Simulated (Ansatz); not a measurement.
**BN under load (space group P6_3mc): band-edge transport data**

```yaml
crystal:
  lattice:
    - [2.52061, 0.00000, 0.00000]
    - [-1.26030, 2.18291, 0.00000]
    - [0.00000, 0.00000, 4.20730]
  atoms:
    - { symbol: B, position: [0.33333, 0.66667, 0.00042] }
    - { symbol: B, position: [0.66667, 0.33333, 0.50042] }
    - { symbol: N, position: [0.33333, 0.66667, 0.37458] }
    - { symbol: N, position: [0.66667, 0.33333, 0.87458] }
```

The numbers are results of PBE, rigid bands (plane waves, PAW, scalar-relativistic; Ansatz, an electronic-structure program), not measurements. Condition of this run: biaxial stress in the c plane of 9 GPa (compression positive) (the target of the relaxation). How the cell was made: cell and atoms relaxed with PBEsol, then loaded as said.

The band gap is 5.11 eV and the electron conductivity mass (300 K, dilute) is 0.51 (x), 0.51 (y), 0.31 (z) mₑ. The hole conductivity mass (300 K, dilute) comes out as 0.81 (x), 0.81 (y), 1.31 (z) mₑ. The effective density of states N_c (300 K) comes out as 1.4e19 cm⁻³ and the effective density of states N_v (300 K) is 4.7e19 cm⁻³. The density-of-states mass, electrons is 0.66 mₑ and the density-of-states mass, holes is 1.52 mₑ. The Seebeck coefficient, n-type 1e19 cm⁻³, 300 K comes out as -250 μV/K, the best n-type power factor at 300 K for τ = 10 fs (best axis; densities from 1e16 to 1e21 cm⁻³ tried, whether or not they can be reached) is 7.4 μW/(cm·K²) at 3e19 cm⁻³ and the Seebeck coefficient, p-type 1e19 cm⁻³, 300 K is 350 μV/K. The best p-type power factor at 300 K for τ = 10 fs (best axis; densities from 1e16 to 1e21 cm⁻³ tried, whether or not they can be reached) is 9.5 μW/(cm·K²) at 1e20 cm⁻³.

Rigid bands; masses and Seebeck coefficients take one relaxation time τ for all states and one kind of carrier; polarons and phonon drag are left out. Spin-orbit coupling is left out. Geometry: cell and atoms relaxed with PBEsol.
